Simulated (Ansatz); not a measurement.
Functionals compared on the (32-51) surface of hcp Ti in its 1x1 cell, outermost plane spacing 0.10 Å in the ideal cut, in Ansatz (plane waves, PAW). The structure was relaxed with PBE; the other rows are single points on it. Cutoff 420 eV (500 eV for r2SCAN).

Model: 38-atom slab, 10.5 Å thick at the start, 6x5x1 mesh, Fermi-Dirac 0.1 eV, dipole correction, all atoms relaxed; start symmetry kept, larger cells not searched; no spin, no spin-orbit, no U. These notes are the PBE run's.

| functional | work function of the top face (eV) | rough cost of the single point |
|---|---|---|
| PBE | 3.39 | – |
| LDA | 3.62 | about 19 core-minutes (a rough figure) |
| PBEsol | 3.45 | very roughly 19 core-minutes |
| RPBE | 3.27 | around 19 core-minutes (rough) |
| r2SCAN | 3.41 | about 30 core-minutes (a rough figure) |

Ansatz is a first-principles code.
